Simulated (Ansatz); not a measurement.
# Several settings converged on CrGa4 (I4mm, 5 atoms in the cell)

```xyz
5
Lattice="-2.8130 2.8130 2.8130 2.8130 -2.8130 2.8130 2.8130 2.8130 -2.8130" Properties=species:S:1:pos:R:3 pbc="T T T"
Cr     0.0000     0.0000     0.0500
Ga     1.4065     1.4065    -1.4065
Ga     1.4065    -1.4065     1.4065
Ga     1.4065     1.4065     1.4065
Ga    -1.4065     1.4065     1.4065
```

Base method: LDA (PW92), default PAW files made with PBE (plane waves; Ansatz, a program for electronic structure).

Base settings: basis.ecutwfc = 420 eV; kpoints.mp_grid.grid = 8 8 8; hamiltonian.xc = lda; hamiltonian.pseudopotentials = {kind: paw} (the program's default PAW files); scf.occupations.method = fermi_dirac; scf.occupations.width = 0.1 eV.

The count of work is k-points × plane waves × bands × iterations; it is no time. Core times come from one kind of shared machine, to one figure; runs under 30 s give none.

**Shifted k-point meshes**

In this ladder: kpoints.mp_grid.shift = 0.5 0.5 0.5.

Only quantities that move along the ladder and can be compared are tabulated.

```tsv
kpoints.mp_grid.grid	free energy less the last step's (meV/atom)	pressure (GPa)	largest difference of a force vector from the last step's (eV/Å)	count of work / last	core time / last (rough)
2 2 2	-58.09	-5.17	0.027	0.0032	–
3 3 3	19.98	-4.84	0.023	0.0063	–
4 4 4	10.99	-5.09	0.028	0.012	–
6 6 6	1.71	-5.27	0.009	0.034	–
8 8 8	-0.15	-5.31	0.001	0.068	–
10 10 10	-0.17	-5.31	0.001	0.12	–
12 12 12	-0.01	-5.30	0.000	0.19	0.1
15 15 15	0.01	-5.30	0.000	0.35	0.3
22 22 22	0.00	-5.30	0.000	1.0	1
```

Coarsest kpoints.mp_grid.grid that holds the free energy within 5 meV/atom of the last step, with all finer ones: 6 6 6, at 0.034 of the last step's count of work; the step before is off by 11 meV/atom.

Coarsest kpoints.mp_grid.grid that holds the pressure within 0.1 GPa of the last step, with all finer ones: 6 6 6, at 0.034 of the last step's count of work; the step before is off by 0.21 GPa.

Coarsest kpoints.mp_grid.grid that holds the forces within 0.02 eV/Å of the last step, with all finer ones: 6 6 6, at 0.034 of the last step's count of work; the step before is off by 0.028 eV/Å.

**The k-point mesh at a smearing width of 0.3 eV**

In this ladder: scf.occupations.width = 0.3 eV.

Only quantities that move along the ladder and can be compared are tabulated.

```csv
kpoints.mp_grid.grid,free energy less the last step's (meV/atom),pressure (GPa),largest difference of a force vector from the last step's (eV/Å),count of work / last,core time / last (rough)
3 3 3,-12.82,-5.27,0.008,0.0082,–
4 4 4,-6.19,-4.96,0.006,0.018,–
5 5 5,-0.88,-4.85,0.002,0.028,–
6 6 6,0.04,-4.83,0.000,0.047,–
8 8 8,0.06,-4.84,0.000,0.092,–
11 11 11,0.00,-4.84,0.000,0.20,0.2
16 16 16,0.00,-4.84,0.000,0.54,0.5
20 20 20,0.00,-4.84,0.000,1.0,1
```

Coarsest kpoints.mp_grid.grid that holds the pressure within 0.2 GPa of the last step, with all finer ones: 4 4 4, at 0.018 of the last step's count of work; the step before is off by 0.43 GPa.

Coarsest kpoints.mp_grid.grid that holds the free energy within 1 meV/atom of the last step, with all finer ones: 5 5 5, at 0.028 of the last step's count of work; the step before is off by 6.2 meV/atom.

Coarsest kpoints.mp_grid.grid that holds the forces within 0.005 eV/Å of the last step, with all finer ones: 5 5 5, at 0.028 of the last step's count of work; the step before is off by 0.006 eV/Å.

**The width of Methfessel-Paxton smearing**

In this ladder: kpoints.mp_grid.grid = 13 13 13; scf.occupations.method = methfessel_paxton.

Narrow widths need finer meshes than wide ones, so the last steps can hold mesh noise.

Only quantities that move along the ladder and can be compared are tabulated; pressure and forces are left out, as mesh noise rules them at narrow widths.

| scf.occupations.width | free energy less the last step's (meV/atom) |
|---|---|
| 0.5 eV | 6.45 |
| 0.3 eV | 1.23 |
| 0.2 eV | 0.17 |
| 0.1 eV | 0.00 |
| 0.05 eV | 0.00 |

Widest scf.occupations.width that holds the free energy within 1 meV/atom of the last step, with all finer ones: 0.2 eV; the step before is off by 1.2 meV/atom.

On the base run: the starting cell comes from a database of computed structures (which also holds hypothetical and non-ambient phases and stackings), without a prior relaxation at this level. Its lattice was rescaled by up to half a per cent. One atom was moved a little off its site on purpose. Spin polarisation is off. In the base run, with a pressure of about -5 GPa the cell is away from its equilibrium volume at this level. Ansatz's pressure includes its estimate of the finite-basis (Pulay) stress.

Left out of this page: 2 runs of the series outside the window shown, repeating another row's setting, or not comparable; 1 run of the series unsound by tests on forces, stress, charge or solver warnings.

Keys are those of Ansatz 0.2.
